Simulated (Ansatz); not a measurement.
Defect migration in chalcopyrite CuGaSe2: interstitial H, charge state +1. Method: PBE, PAW (plane waves to 420 eV; Ansatz, a program for electronic structure).

64-site cell at the relaxed PBE lattice, one k-point at (0.250, 0.250, 0.250), smearing 0.05 eV, spin-restricted, no finite-size correction. No zero-point or tunnelling terms. PBE gaps are too small, and in this host the defect's levels may merge with the bands. The charge state is imposed; whether it is stable for some Fermi level was not computed. Sites that were not tried may lie lower.

Barriers: single points on a 2×2×2 k-point mesh shifted by half a step at the bands' geometries.

Relaxed starting cell (atoms counted from 1):

```
CELL_PARAMETERS angstrom
     11.33965     0.00000     0.00000
      0.00000    11.33965     0.00000
      0.00000     0.00000    11.26718
ATOMIC_POSITIONS crystal
  Cu 0.99987 0.00054 0.00016
  Cu 0.00091 0.50025 0.99922
  Cu 0.50163 0.00296 0.99904
  Cu 0.49391 0.49473 0.99527
  Cu 0.00086 0.24853 0.25091
  Cu 0.00262 0.74972 0.25112
  Cu 0.50033 0.24895 0.25052
  Cu 0.46821 0.77873 0.28027
  Ga 0.24976 0.24989 0.99820
  Ga 0.24875 0.74927 0.99911
  Ga 0.75066 0.24900 0.99885
  Ga 0.75950 0.75855 0.99078
  Ga 0.24846 0.00376 0.24994
  Ga 0.24782 0.49782 0.24758
  Ga 0.75031 0.00231 0.24914
  Ga 0.75974 0.49119 0.25801
  Se 0.37697 0.37266 0.12509
  Se 0.37492 0.87916 0.12168
  Se 0.88049 0.37254 0.12347
  Se 0.87955 0.87521 0.12683
  Se 0.12411 0.37056 0.37408
  Se 0.12516 0.87278 0.37358
  Se 0.62423 0.36939 0.37504
  Se 0.62665 0.87405 0.37815
  Se 0.12095 0.12534 0.12297
  Se 0.12110 0.62414 0.12374
  Se 0.62165 0.12508 0.12400
  Se 0.63745 0.60755 0.10796
  Se 0.37449 0.12874 0.37552
  Se 0.37182 0.62187 0.37748
  Se 0.87477 0.12769 0.37531
  Se 0.87671 0.62840 0.37612
  Cu 0.24941 0.25070 0.50095
  Cu 0.25076 0.75211 0.49908
  Cu 0.75093 0.25017 0.50134
  Cu 0.75131 0.74893 0.50211
  Cu 0.25011 0.99966 0.75036
  Cu 0.25103 0.49943 0.74984
  Cu 0.75174 0.99996 0.74961
  Cu 0.75207 0.49944 0.74992
  Ga 0.00087 0.00057 0.49985
  Ga 0.00238 0.49980 0.50103
  Ga 0.49905 0.00275 0.50247
  Ga 0.50271 0.49879 0.50264
  Ga 0.00092 0.24984 0.74940
  Ga 0.00310 0.75088 0.74739
  Ga 0.49959 0.24972 0.74948
  Ga 0.50016 0.75003 0.74902
  Se 0.12826 0.12440 0.62490
  Se 0.13029 0.62514 0.62373
  Se 0.62881 0.12526 0.62578
  Se 0.62890 0.62455 0.62584
  Se 0.37422 0.12142 0.87335
  Se 0.37379 0.62219 0.87323
  Se 0.87499 0.12127 0.87357
  Se 0.87724 0.62179 0.87148
  Se 0.37192 0.37391 0.62405
  Se 0.37149 0.87462 0.62445
  Se 0.87268 0.37439 0.62402
  Se 0.87270 0.87440 0.62372
  Se 0.12491 0.37790 0.87390
  Se 0.12468 0.87805 0.87486
  Se 0.62566 0.37675 0.87350
  Se 0.62406 0.87944 0.87348
  H  0.57473 0.69457 0.19393
```
Cell charge +1.

End state 1 differs by these moves (Å; atoms that move under 0.08 Å are left out):

| atom | element | Δx | Δy | Δz |
|---|---|---|---|---|
| 4 | Cu | 0.06 | 0.05 | 0.03 |
| 8 | Cu | 0.70 | 0.04 | -0.68 |
| 12 | Ga | -0.07 | -0.08 | 0.07 |
| 14 | Ga | -0.07 | -0.07 | -0.08 |
| 16 | Ga | -0.08 | 0.11 | -0.09 |
| 28 | Se | -0.16 | 0.17 | 0.13 |
| 30 | Se | -0.16 | -0.12 | 0.14 |
| 34 | Cu | -0.06 | 0.05 | 0.05 |
| 44 | Ga | 0.07 | -0.08 | 0.07 |
| 65 | H | -1.47 | -0.20 | 1.28 |

Task: Predict the forward and backward barriers to end state 1 from PBE, PAW.

Result: forward 0.41 eV, backward 0.41 eV; at the saddle point atom 65 has neighbours Cu at 1.56; Se at 1.91, Se at 2.07 Å. The saddle point's order was not checked.
